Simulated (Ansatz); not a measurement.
Base system: CsH in the CsCl type structure (space group Pm-3m, No. 221; a model cell, its experimental status unchecked).

```
CELL_PARAMETERS angstrom
      3.81346     0.00000     0.00000
      0.00000     3.81346     0.00000
      0.00000     0.00000     3.81346
ATOMIC_POSITIONS crystal
  Cs 0.00000 0.00000 0.00000
  H  0.50000 0.50000 0.50000
```

Calculations: r2SCAN (Ansatz, a program for electronic structure), spin-orbit coupling left out.

One change was made to it. Results:

```json
[
 {"quantity": "density", "base": "4.01 g/cm³", "after": "1.45 g/cm³"},
 {"quantity": "band gap", "base": "3.18 eV", "after": "zero"}
]
```

Problem. Name the change that was made.
A) H → K
B) Cs → La
C) Cs → Li
D) H → Rb

Solution. A, H → K. For comparison, the density in the other runs: Cs → Li gives 0.84 g/cm³; Cs → La gives 6.76 g/cm³; H → Rb gives 1.68 g/cm³.

No phonon test of stability was made. As relaxed here, CsK, LiH, LaH and CsRb are hypothetical phases, not in the database extracts checked. All final runs are without spin polarisation.
